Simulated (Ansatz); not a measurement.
Nb2AsC under a change: biaxial strain −0.90 %, plane normal [001], relaxed out of plane

The reference is Nb₂AsC (space group P6_3/mmc, No. 194; a = 3.299 Å, c = 11.908 Å; a cell from a computed database, its experimental status unchecked). Axes: x lies along a and z along c of the hexagonal cell.

The change: biaxial strain −0.90 %, plane normal [001], relaxed out of plane (Cartesian); in-plane vectors clamped, the third vector and the atoms free.

Level of theory: Ansatz (an electronic-structure program) PBEsol, spin-orbit coupling left out. Settings: 16×16×4 k-points, 0.05 eV Fermi–Dirac smearing.

The volume per atom drops by 0.12 Å³ to 13.91 Å³ and the space group stays P6_3/mmc (No. 194). The shortest interatomic distance shrinks by 0.008 Å (2.212 Å → 2.204 Å) and the pressure (mean of the normal stresses, compression positive) goes from zero to 1.7 GPa. The band gap remains zero and the out-of-plane strain is +0.95 % (rough). The mean in-plane stress (compression positive) comes out as +2.6 GPa (rough).

Without a gap, meshes like the base's 16×16×4 leave anisotropic stresses uncertain by several tenths of a GPa, and small strain energies with them. Stability against distortions was not tested. All final runs are without spin polarisation.
